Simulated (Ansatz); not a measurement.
The reference is GaP in the zinc blende structure (space group F-43m, No. 216; a = 5.3914 Å). Axes: x, y, z lie along the cube axes.

Computed with plane-wave PAW DFT at the LDA level (Ansatz, a program for electronic structure, 420 eV), no SOC.

Now apply this change: uniaxial strain ε_zz = −0.50 %, all other strain components held at zero, atoms relaxed at fixed cell.

Task: Predict the stress tensor and what it implies for the stiffness.

Result: Stress of the strained cell less that of the base (GPa, compression positive):
```
   0.33    0.00    0.00
   0.00    0.33    0.00
   0.00    0.00    0.72
```

Then −Δσ_ii/ε with ε = -0.0050 gives relaxed-ion elastic constants: C33 ≈ 143 GPa, C13 ≈ 65 GPa and C23 ≈ 65 GPa.

Semilocal Kohn–Sham gaps tend to fall short of experiment. Whether these cells are dynamically stable was not tested.
